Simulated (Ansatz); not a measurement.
Consider this model of amorphous Ge24Se36.

```xyz
60
Lattice="12.0201 0.0000 0.0000 0.0000 12.0201 0.0000 0.0000 0.0000 12.0201" Properties=species:S:1:pos:R:3 pbc="T T T"
Ge     8.8317     8.3250    11.8820
Ge     6.3164     6.7520     2.3522
Ge     0.3992    11.7633     7.8743
Ge     1.5377     5.1273    10.6691
Ge     6.7144    11.4349     0.0933
Ge     0.0890    10.3567     4.9085
Ge     3.5887     3.6325     7.1710
Ge     3.8209     0.6341     1.6196
Ge    10.7077     0.6026    10.8392
Ge     0.5439     7.2376     0.9323
Ge     9.2466     5.5723    10.3812
Ge     7.1902    10.2531     3.9071
Ge     7.0838     3.2352     0.3798
Ge     9.6518     4.0312     3.4198
Ge     5.7291     8.3345     6.9652
Ge     9.8971     3.9884     7.3470
Ge     1.5752     2.2778     4.6679
Ge     5.3631     1.6716     5.2044
Ge     2.0561     0.7857    10.8105
Ge     0.1637     2.5689     0.9301
Ge     9.0676     0.4176     5.5841
Ge     3.4245     8.5530     4.0597
Ge     4.7563    10.2521    10.0824
Ge     6.0609     5.7087     7.4845
Se     7.4199    10.9114     6.3902
Se    11.5827     2.1598     3.3911
Se     0.6332    11.9691     0.5976
Se     7.7614     4.1634     8.5637
Se     2.4689    10.8510     9.4527
Se     4.7431    10.1071     0.4715
Se     8.1135     2.3060     4.5311
Se    10.2876     1.4676     7.4354
Se     3.3777     7.8606     6.3270
Se     4.8155     8.0388     9.3168
Se    11.6791     9.5258     7.0766
Se     3.8524     2.0873    11.5382
Se    10.1613     5.3724     5.4632
Se     5.2064     4.3910     5.5368
Se     6.7426     4.3669     2.5770
Se     1.3074     7.6103    10.7340
Se     9.7896     2.6663     0.1214
Se     1.7770    12.0008     5.7126
Se     9.2996     8.0236     9.6196
Se     3.5515     2.6695     3.4179
Se     4.6246    10.6202     3.8662
Se     0.4677     2.2617     9.8490
Se     6.5890    11.8023     9.7581
Se     1.0958     8.8014     3.2815
Se     1.3670     3.9985     6.3101
Se    10.1750     7.0890     1.4270
Se    11.2926     5.2497     8.8650
Se     4.1122     1.3525     7.4032
Se     1.2353     4.9158     1.2271
Se     7.4257     7.7313     4.2032
Se     4.2398     4.9140     9.0733
Se     3.9194     6.8594     2.4217
Se     6.4511     1.1426     1.7707
Se    10.1222    11.0664     3.8069
Se     6.7230     7.2021     0.0218
Se     8.8470    10.5589     0.7579
```

Computed with PBE, scalar-relativistic without spin-orbit coupling, PAW (Ansatz default set, large-core Se) (plane waves to 420 eV; Ansatz, an electronic-structure program).

Preparation: random packing, a CHGNet melt and quench, and a DFT relaxation. The hot cell started wider than the set density and was brought back towards it in steps. It is the lowest in DFT energy of 4 quenches. It is a model cell: composition and starting density were chosen by hand, and all elements were melted together. No dispersion term was used. Its density started from a set value of 4.38 and ended at 4.38 g/cm³. Cooling (nominally 60 K/ps over its main leg) ran many orders faster than in experiment, which tends to leave more defects and strain. A cell of this size samples the disorder only roughly. The volume was held where the preparation left it, at a PBE pressure of 1.1 GPa. Stress components on the final sampling reach 1.4 GPa. Cycles of charging lowered its energy after that relaxation.

Neighbours within Ge-Ge 2.85 Å, Ge-Se 2.96 Å, Se-Se 2.76 Å count as bonded.

**Question.** Give the coordination numbers, mean bond lengths and angles.

**Answer.** 
```json
{
  "Mean coordination of Ge": "3.71 (7 with 3, 17 with 4)",
  "Mean coordination of Se": "2.42 (21 with 2, 15 with 3)",
  "Mean Ge-Se bond": "2.514 Å (spread 0.145 Å, 87 counted)",
  "Mean Ge-Ge bond": "2.697 Å (spread 0.000 Å, 1 counted)",
  "Bond angle at Ge": "mean 105.4°, spread 14.2°",
  "Bond angle at Se": "mean 102.6°, spread 20.0°"
}
```

**Question.** List the pairs of like atoms that count as bonded by the rules above.

**Answer.** Ge15-Ge24 (2.70 Å).
